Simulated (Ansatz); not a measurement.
Input for (Hf,Ta)N alloy cell HfTaN2 (rock salt start):

Ansatz 0.2 input:
```yaml
crystal:
  lattice:
    - [0.000000004, 4.476735857, 4.476735934]
    - [4.476735809, -0.000000002, 4.476735939]
    - [4.476735804, 4.476735857, 0.000000004]
  atoms:
    - { symbol: Ta, position: [0.000000017, 0.000000013, 0.000000021] }
    - { symbol: Hf, position: [-0.000000035, -0.000000009, 0.499999989] }
    - { symbol: Ta, position: [0.000000036, 0.499999946, -0.000000038] }
    - { symbol: Ta, position: [-0.000000056, 0.500000012, 0.500000066] }
    - { symbol: Hf, position: [0.499999969, -0.000000015, 0.000000066] }
    - { symbol: Hf, position: [0.500000026, -0.000000024, 0.499999964] }
    - { symbol: Ta, position: [0.499999969, 0.500000014, -0.000000032] }
    - { symbol: Hf, position: [0.500000005, 0.500000023, 0.500000003] }
    - { symbol: N, position: [0.248327124, 0.255021274, 0.248325247] }
    - { symbol: N, position: [0.244977589, 0.251672926, 0.75167466] }
    - { symbol: N, position: [0.2483253, 0.748326375, 0.248327107] }
    - { symbol: N, position: [0.248325333, 0.748325156, 0.755022509] }
    - { symbol: N, position: [0.751674647, 0.251674799, 0.244977614] }
    - { symbol: N, position: [0.751674794, 0.251673581, 0.751672865] }
    - { symbol: N, position: [0.755022429, 0.748327013, 0.248325286] }
    - { symbol: N, position: [0.751672851, 0.744978915, 0.751674674] }
basis:
  ecutwfc: 420
  ecutrho_ratio: 4
  xc_grid: 2
kpoints:
  mp_grid: { grid: [5, 5, 5] }
hamiltonian:
  xc: pbe
  dispersion: none
  pseudopotentials: { kind: paw }
scf:
  n_extra_bands: 30
  occupations: { method: fermi_dirac, width: 0.05 }
output:
  forces: true
  stress: true
relax:
  f_tol: 0.03
  max_steps: 90
  cell: { stress_tol: 0.15 }
```

All values below come from PBE (plane waves to 420 eV, PAW; Ansatz, a program for electronic structure). Scalar-relativistic, without spin–orbit coupling; the runs are not spin-polarised. Its k-point mesh 5×5×5, Fermi–Dirac width 0.05 eV.

Problem. What does the end of the output print (band table and long remarks left out, numbers rounded to eight decimals)?

Solution. 
```
SCF converged after 8 iterations
Free energy (F): -105706.688293 eV
Harris-Foulkes:  -105706.688293 eV  (|F-HF|=1.46e-11)
Internal energy: -105706.618188 eV  (E = F + TS)
E sigma→0 (E₀):  -105706.653241 eV
Entropy (-TS):   -0.070106 eV (-4.382 meV/atom)
Fermi energy:    22.451753 eV
--- Per-component energies (eV) ---
  E_band       = 434.016339
  E_kinetic    = 4225.190285
  E_local      = -23959.848539  (includes V_loc(G=0)·N_el)
  E_nonlocal   = -4555.451940
  E_hartree    = 11071.618873
  E_xc         = -2565.543772
  E_vxc        = -2507.981820  (∫ρ·V_xc dr)
  E_paw        = -62314.946952  (= ΣΔE_a)
  E_vpaw       = 5088.869438  (= ΣTr[D̂ρ^β])
  E_aug_tail   = 0.001176  (compensation charges beyond the density's cutoff)
  E_ewald      = -27607.637319
  E_smearing   = -0.070106  (= −TS)
  E_closure    = 0.000000  (closes the sum)
  Σ components = -105706.688293   (vs F -105706.688293, Δ=0.00e0)
--- Forces (eV/Å), atoms counted from 1 ---
  atom   1  Ta     0.00000000    0.00000000    0.00000000
  atom   2  Hf     0.00000000    0.00000000    0.00000000
  atom   3  Ta     0.00000000     0.00000000    0.00000000
  atom   4  Ta     0.00000000     0.00000000    0.00000000
  atom   5  Hf     0.00000000    0.00000000     0.00000000
  atom   6  Hf     0.00000000     0.00000000    0.00000000
  atom   7  Ta     0.00000000     0.00000000     0.00000000
  atom   8  Hf     0.00000000    0.00000000    0.00000000
  atom   9  N     -0.00564660     0.00564660    -0.00564660
  atom  10  N     -0.00564660     0.00564660     0.00564660
  atom  11  N      0.00564660     0.00564660     0.00564660
  atom  12  N     -0.00564660    -0.00564660     0.00564660
  atom  13  N      0.00564660     0.00564660    -0.00564660
  atom  14  N     -0.00564660    -0.00564660    -0.00564660
  atom  15  N      0.00564660    -0.00564660    -0.00564660
  atom  16  N      0.00564660    -0.00564660     0.00564660
  max |Σ_I F_I| component: 1.21e-17 eV/Å
--- Stress (GPa, compression-positive) ---
       -0.023712      0.000000       0.000000
       0.000000      -0.023712       0.000000
        0.000000       0.000000      -0.023712
  P = ⅓ Tr σ = -0.0237 GPa (-0.237 kbar)
--- Relaxed structure (4 steps of the walk, 3 accepted, 1 SCFs on fresh bases) ---
  F+E_penalty+E_count = -105706.68829332 eV   max|allowed force component| = 5.647e-3 eV/Å   (the final SCF, on the basis selected at the relaxed cell)
  cell:  # Å, volume = 179.7044 Å³
    - [0.0, 4.47895060, 4.47895061]
    - [4.47895061, 0.0, 4.47895061]
    - [4.47895061, 4.47895060, 0.0]
  atoms:
    - { symbol: Ta, position: [0.0, 0.0, 0.0] }
    - { symbol: Hf, position: [0.0, 0.0, 0.5] }
    - { symbol: Ta, position: [0.0, 0.50000000, 0.0] }
    - { symbol: Ta, position: [0.0, 0.50000000, 0.5] }
    - { symbol: Hf, position: [0.5, 0.0, 0.0] }
    - { symbol: Hf, position: [0.50000000, 0.0, 0.50000000] }
    - { symbol: Ta, position: [0.5, 0.50000000, 0.0] }
    - { symbol: Hf, position: [0.5, 0.50000000, 0.5] }
    - { symbol: N, position: [0.24896664, 0.25310009, 0.24896664] }
    - { symbol: N, position: [0.24689991, 0.25103336, 0.75103336] }
    - { symbol: N, position: [0.24896664, 0.74896664, 0.24896664] }
    - { symbol: N, position: [0.24896664, 0.74896664, 0.75310009] }
    - { symbol: N, position: [0.75103336, 0.25103336, 0.24689991] }
    - { symbol: N, position: [0.75103336, 0.25103336, 0.75103336] }
    - { symbol: N, position: [0.75310009, 0.74896664, 0.24896664] }
    - { symbol: N, position: [0.75103336, 0.74689991, 0.75103336] }
```

Cost: roughly 50 core-seconds.
